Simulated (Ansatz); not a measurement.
Take CdIn2Te4 (space group I-4, No. 82) as the base.

```xyz
7
Lattice="-3.1169 3.1169 6.2100 3.1169 -3.1169 6.2100 3.1169 3.1169 -6.2100" Properties=species:S:1:pos:R:3 pbc="T T T"
Cd     0.0000     0.0000     0.0000
In     0.0000     0.0000     6.2100
In     0.0000     3.1169     3.1050
Te     1.7452     1.3870     1.7274
Te     1.3870     4.4886    -1.7274
Te     1.3717     1.7300     7.9374
Te     1.7300    -1.3717     4.4826
```

Cartesian axes are those of the cell as printed.

The values are results of PBEsol/PAW in Ansatz (an electronic-structure program), no spin-orbit coupling, not measurements.

Base values:

| Property | Result |
|---|---|
| Volume per atom | 34.47 Å³ |
| Band gap | 0.80 eV |

Perturbation: biaxial strain −3.00 %, plane normal [001], relaxed out of plane (Cartesian); in-plane vectors clamped, the third vector and the atoms free.

Problem. How does this affect the volume per atom?

Solution. The volume per atom falls by 1.029 Å³ to 33.45 Å³.

Problem. Estimate the effect on the band gap.

Solution. The band gap falls by 0.13 eV, from 0.80 eV to 0.67 eV.

With Te present, leaving out spin-orbit coupling can change the band edges. Whether these cells are dynamically stable was not tested.
